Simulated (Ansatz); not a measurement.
The structure below was relaxed with plane-wave PAW DFT at the PBE-D3(BJ) level (Ansatz, a first-principles code, 420 eV), no SOC, earlier PAW set.

Space group R-3m, hexagonal axes (No. 166); a = b = 4.322 Å, c = 11.038 Å, α = β = 90.00°, γ = 120.00°

```csv
atom,site,symmetry,x,y,z
Sb,6c,3m,0.0000,0.0000,0.2364
```

**Question.** Write out a cell with all atoms.

**Answer.** 
```xyz
6
Lattice="4.3218 0.0000 0.0000 -2.1609 3.7428 0.0000 0.0000 0.0000 11.0382" Properties=species:S:1:pos:R:3 pbc="T T T"
Sb     0.0000     2.4952     9.9681
Sb     0.0000     0.0000     8.4289
Sb     0.0000     0.0000     2.6093
Sb     2.1609     1.2476     1.0701
Sb     2.1609     1.2476     6.2887
Sb     0.0000     2.4952     4.7495
```
This is the conventional cell.

Whether these cells are dynamically stable was not tested. The cell was made from As by this change: As → Sb.
